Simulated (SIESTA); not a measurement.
# How a calculation on K₂TeCl₆ (Fm-3m, 9 atoms in the cell) responds to its settings

```yaml
crystal:
  lattice:
    - [0.00000, 5.13832, 5.13832]
    - [5.13832, 0.00000, 5.13832]
    - [5.13832, 5.13832, 0.00000]
  atoms:
    - { symbol: K, position: [0.75000, 0.75000, 0.75000] }
    - { symbol: K, position: [0.25000, 0.25000, 0.25000] }
    - { symbol: Te, position: [0.00000, 0.00000, 0.00000] }
    - { symbol: Cl, position: [0.25052, 0.25052, 0.74948] }
    - { symbol: Cl, position: [0.74948, 0.74948, 0.25052] }
    - { symbol: Cl, position: [0.74948, 0.25052, 0.25052] }
    - { symbol: Cl, position: [0.25052, 0.74948, 0.74948] }
    - { symbol: Cl, position: [0.25052, 0.74948, 0.25052] }
    - { symbol: Cl, position: [0.74948, 0.25052, 0.74948] }
```

Base run A: GGA PBEsol, numerical atomic orbitals TZP, PseudoDojo PBEsol standard norm-conserving potentials (rewritten from UPF to PSML) in SIESTA, self-consistent single point.

Its settings: XC.functional = GGA; XC.authors = PBEsol; potentials = PseudoDojo PBEsol standard; PAO.BasisSize = TZP; PAO.EnergyShift = 0.005 Ry; MeshCutoff = 300 Ry; kgrid.MonkhorstPack = 6 6 6; OccupationFunction = FD; ElectronicTemperature = 10 K; MaxSCFIterations = 150; SCF.Mixer.Method = Pulay; SCF.Mixer.Weight = 0.25; SCF.Mixer.History = 6; SCF.DM.Tolerance = 1.0E-04.

The starting cell comes from a database of computed structures (which also holds hypothetical and non-ambient phases and stackings), without a prior relaxation at this level. Its lattice was rescaled by a random factor within 2.5 % of one. Spin-orbit coupling is off. Values carry the incompleteness of an atom-centred basis. The basis of the alkali or alkaline-earth atoms may lack their empty d shell, which can raise the gap.

ΔF is the free energy per atom less that of run A. 

Run A gave: pressure (GPa) -0.82; largest force (eV/Å) 0.053; gap on the mesh (eV) 2.359; k-points 132.

Runs:
- B: kgrid.MonkhorstPack = 3 3 3
- C: kgrid.MonkhorstPack = 4 4 4
- D: kgrid.MonkhorstPack = 5 5 5

Q: What does run D change against A?

A: The free energy is nearly the same (within 1 meV/atom), the pressure stays at -0.82 GPa, the largest force stays at 0.053 eV/Å and the gap on the mesh goes from 2.359 to 2.411 eV.

Q: What does run B change against A?

A: The free energy hardly moves (within 1 meV/atom), the pressure hardly changes (-0.82 to -0.81 GPa), the largest force hardly changes (0.053 to 0.050 eV/Å) and the gap on the mesh goes from 2.359 to 2.528 eV.

| run | ΔF (meV/atom) | pressure (GPa) | largest force (eV/Å) | gap on the mesh (eV) | k-points |
|---|---|---|---|---|---|
| A | 0.00 | -0.82 | 0.053 | 2.359 | 132 |
| B | 0.72 | -0.81 | 0.050 | 2.528 | 14 |
| C | 0.10 | -0.82 | 0.052 | 2.358 | 44 |
| D | 0.02 | -0.82 | 0.053 | 2.411 | 63 |
